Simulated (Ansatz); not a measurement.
Base system: ZnO in the wurtzite structure (space group P6_3mc, No. 186; a = 3.1869 Å, c = 5.1526 Å).

Computed with DFT with LDA, PAW potentials and a 420 eV plane-wave cutoff in Ansatz (a program for electronic structure), without spin-orbit coupling.

Before the change:

| Item | Result |
|---|---|
| Width of the top valence band | 1.93 eV |
| Pressure | 0.00 GPa |

Perturbation: every lattice vector is shortened by 1.20 %, atoms relaxed at fixed cell.

### Question
Predict the new width of the top valence band and pressure.

### Answer
The width of the top valence band grows by 0.09 eV to 2.02 eV; the pressure (mean of the normal stresses, compression positive) goes from zero to 6.33 GPa.

The levels and masses belong to the bands next to the band gap. The cells carry an imposed strain or load. Whether these cells are dynamically stable was not tested.
